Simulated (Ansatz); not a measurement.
System: interstitial Cu in alpha quartz (charge state +1). All values below come from PBE, PAW (plane waves to 420 eV; Ansatz, an electronic-structure program).

243-site cell at the relaxed PBE lattice, the Γ point alone, smearing 0.01 eV, spin-restricted, no finite-size correction. Static, classical nuclei. The charge state is imposed; whether it is stable for some Fermi level was not computed. Sites that were not tried may lie lower.

Barriers: single points on a 2×2×2 k-point mesh shifted by half a step along c at the bands' geometries.

The step: one Cu atom jumps by itself. Atoms about the jump, Cartesian Å from the middle of the jump, before and after:

```
atom     x0     y0     z0     x1     y1     z1
----  -----  -----  -----  -----  -----  -----
Cu1   -0.01  -0.33  -0.47   0.01   0.33   0.47
O2    -1.63   0.66  -0.64  -1.62   0.60  -0.63
O3     1.62   0.94   1.16   1.69   0.90   1.25
O4     1.66  -1.24  -0.30   1.65  -1.22  -0.23
O5    -1.64  -0.79   1.57  -1.63  -0.84   1.52
Si6    2.65  -0.12   0.46   2.71  -0.16   0.46
Si7   -2.64  -0.09   0.49  -2.67  -0.13   0.46
Si8   -1.15   2.08  -1.40  -1.14   2.00  -1.42
O9     0.28   1.71  -2.10   0.29   1.66  -2.11
```

**Question.** Predict the transition state.

**Answer.** 
```csv
atom,x,y,z
Cu1,0.05,0.02,0.21
O2,-1.65,0.61,-0.65
O3,1.66,0.90,1.20
O4,1.67,-1.22,-0.24
O5,-1.64,-0.82,1.53
Si6,2.72,-0.14,0.47
Si7,-2.68,-0.11,0.46
Si8,-1.15,2.02,-1.42
O9,0.28,1.67,-2.10
```
It lies 0.088 eV above the start and 0.021 eV above the end. The check of the saddle point's order was inconclusive.
